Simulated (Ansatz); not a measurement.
An Ansatz (a quantum-chemistry and plane-wave program) input (HSE06 (Ansatz, PAW, scalar-relativistic without spin-orbit coupling)):

Ansatz 0.2 input:
```yaml
crystal:
  lattice:
    - [3.5421366832, 0, 0]
    - [-1.7710683416, 3.0675803513, 0]
    - [0, 0, 14.1819175123]
  atoms:
    - { symbol: Mo, position: [0.3333333333, 0.6666666667, 0.75] }
    - { symbol: Mo, position: [0.6666666667, 0.3333333333, 0.25] }
    - { symbol: Te, position: [0.3333333333, 0.6666666667, 0.123468608] }
    - { symbol: Te, position: [0.6666666667, 0.3333333333, 0.623468608] }
    - { symbol: Te, position: [0.6666666667, 0.3333333333, 0.876531392] }
    - { symbol: Te, position: [0.3333333333, 0.6666666667, 0.376531392] }
basis: { ecutwfc: 420, ecutrho_ratio: 4, xc_grid: 2, fft_grid_basis: typed }
kpoints: { mp_grid: { grid: [8, 8, 2] } }
hamiltonian:
  xc: hse06
  dispersion: none
  pseudopotentials: { kind: paw }
scf: { occupations: { method: fermi_dirac, width: 0.01 } }
output: { eigenvalues: true, eigenstates: { kpoints: [[0, 0, 0], [0.2, 0.2, 0], [0.333333, 0.333333, 0], [0.333333, 0.333333, 0.5], [0.5, 0, 0]] } }
```

Which symmetry and how many k-points will the program report, and about how many plane waves at Γ?

Space group P63/mmc (ITA 194) with 24 operations, k-points 20 of 128, and 2981 plane waves at Γ.

Single points use the geometry relaxed with r2SCAN+rVV10. The hybrid gap comes from the SCF mesh plus the semilocal run's edge points and a few special points and is an upper bound. Whether these cells are dynamically stable was not tested. The cell is MoTe2 in the 2H-MoS2 type structure (space group P6_3/mmc, No. 194; layered, stacked along the Cartesian z axis).
